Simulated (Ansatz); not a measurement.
Hexagonal WC, bulk modulus B0

Reference value: 384 ± 0.8 GPa (measured, room temperature, no zero-point or thermal correction, adiabatic, ultrasonic, our sources range from 377 to 412; as tabulated in Compression behavior of WC and WC-6%Co up to 50 GPa (OSTI 1006718)).

Q: What do LDA, PBE, PBEsol, r²SCAN, r²SCAN+SOC give, and how far is each from the reference?

A: 
| level (code) | value (GPa) | cell (Å³/atom) | difference (%) |
|---|---|---|---|
| LDA (Ansatz) | 421 | 10.13 | +9.6 |
| PBE (Ansatz) | 383 | 10.52 | -0.3 |
| PBEsol (Ansatz) | 406 | 10.29 | +5.7 |
| r²SCAN (Ansatz) | 401 | 10.42 | +4.4 |
| r²SCAN+SOC (Ansatz) | 400 | 10.41 | +4.2 |

The reference is not for a static lattice or low temperature, so close values are not ranked against it.

The measured value isn't corrected to a static lattice, so vibrations enter the comparison. A static lattice is as a rule stiffer than a warm one, by over a tenth in soft solids.  Density-functional levels without +SOC have no spin–orbit coupling. Each level is taken at its own relaxed cell. Cutoffs differ between the levels. Ansatz's density-functional and Hartree–Fock values are scalar-relativistic unless marked +SOC, with PAW data made under PBE.

Differences are worked out from the printed values.

Ansatz is a program for electronic structure.
